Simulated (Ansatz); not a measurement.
We consider cubic perovskite BaLiF₃, described by r²SCAN-D4 (Ansatz, a program for electronic structure, PAW).

Numerical settings: plane-wave cutoff 560 eV, 8×8×8 k mesh, Fermi–Dirac smearing 0.01 eV, scalar-relativistic PAW data made under PBE.

The direct gap at Γ against volume; x = 100 ln(V/12.540 Å³). One gap is withheld.

```tsv
V (Å³/atom)	x	gap (eV)
11.788	-6.18	?
12.038	-4.09	7.480
12.289	-2.02	7.446
12.540	0.00	7.411
12.791	1.98	7.376
13.042	3.93	7.339
13.292	5.82	7.302
```

Fit a straight line to the rows shown, give the volume deformation potential and predict the withheld gap.

Means of the 6 rows: x̄ = 0.937, ȳ = 7.3923 eV. Σ(x − x̄)(y − ȳ) = -1.2346 and Σ(x − x̄)² = 68.782, so the slope is -0.0179 eV per unit of x, and dE_g/d ln V = -1.8 eV. At x = -6.18: 7.3923 + (-0.0179) × (-6.18 − (0.937)) = 7.520 eV. The run gives 7.512 eV, 0.008 eV below the line, as the curve bends the same way over all rows.

Spin–orbit coupling is not included.

Note: the relaxation could not lower the start's symmetry, so the cell can be a saddle point above a distorted one.
